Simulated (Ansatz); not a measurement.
BP (model structure, started from the GeS type, Pnma, No. 62, 8 atoms in the cell)

The numbers are results of LDA (PAW; Ansatz, an electronic-structure program), not measurements.

Settings: plane-wave cutoff 520 eV, 8×18×16 k mesh (along the axes of the cell as run), Fermi–Dirac smearing 0.05 eV, scalar-relativistic PAW data made under PBE.

Cell (relaxed at this level):

```xyz
8
Lattice="6.2112 0.0000 0.0000 0.0000 3.1924 0.0000 0.0000 0.0000 5.3247" Properties=species:S:1:pos:R:3 pbc="T T T"
B      1.0060     0.7981     2.1209
B      2.0996     2.3943     4.7832
B      5.2053     2.3943     3.2038
B      4.1116     0.7981     0.5415
P      5.2086     0.7981     2.0931
P      4.1082     2.3943    -0.5693
P      1.0026     2.3943     3.2316
P      2.1030     0.7981     5.8940
```

| Property | Result |
|---|---|
| band gap | 0.62 eV (on the SCF k mesh) |
| bulk modulus | 138 GPa |

Note: the bulk modulus is −V dP/dV from two relaxed cells at ±2 % in volume; the relaxation could raise the start's symmetry but not lower it, so the cell can be a saddle point.

The computed numbers hold no vibrational or temperature effects.

A model structure was made by putting elements into a prototype or built by hand; it is no filed structure, need not be a known phase, and can be a saddle point held by its symmetry.
